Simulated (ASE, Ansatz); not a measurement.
composition TiSi, cell Ti24Si24, brought to this temperature after a much hotter stage [in the CHGNet run: it was liquid; mean temperature 2318 K (target 2310 K); density 3.72 g/cm³, volume +6 % from the start cell's; mean pressure 1.2 GPa against a target of 0], 2310 K. 6 frames were taken from MD with the machine-learned potential CHGNet 0.3.0 (ASE) and computed both with PBE run with Ansatz (an electronic-structure program) and with the machine-learned potential CHGNet 0.3.0.

```json
{
  "plane_wave_cutoff": "420 eV",
  "k-points": "one point, (1/4, 1/4, 1/4)",
  "Fermi-Dirac width": "0.199 eV",
  "spin": "not polarised; no spin-orbit coupling"
}
```

The cell was prepared with CHGNet: 80 FIRE steps from the random lattice; melt: 800 steps of 1.5 fs, 3145 K, NVT (Langevin); cool: 300 steps of 1.5 fs, 3145 to 2310 K, NVT (Langevin); cool: 400 steps of 1.5 fs, 2310 K, Langevin with a Berendsen-type barostat every 10 steps; settle: 800 steps of 1.5 fs, 2310 K, Langevin with a Berendsen-type barostat every 10 steps; hold: 300 steps, 2310 K, NVT (Langevin) at the mean cell. The atoms began on random sites, so units and networks may differ from a laboratory melt's. Atoms moved only 3.1 Å² (mean square) in the hot stage, so mixing may be incomplete. On the run's last frame a denser k-mesh moved the forces by 0.044 eV/Å rms, the static pressure by 0.01 GPa and the free energy by 2 meV/atom, which is about how far such values are converged.

Problem. Is the potential accurate for this state? Give its errors.

Solution. 
rms force component in DFT: 1.06 eV/Å
rms force difference, CHGNet less DFT: 0.403 eV/Å
relative force difference: 38 %
slope of CHGNet against DFT forces: 1.22
rms difference of relative energies: 14.1 meV/atom
spread of DFT energies over the frames: 29.3 meV/atom
static pressure, CHGNet less DFT: -1.36 GPa
force difference by element: Si 0.375, Ti 0.429 eV/Å
Forces are off by 38 % of their rms size. The potential was trained on another code's PBE and PBE+U relaxation paths of database crystals (MPtrj), so part of the difference is that of settings: a denser k-mesh moves the DFT forces of one frame by 0.044 eV/Å rms and its pressure by 0.01 GPa.
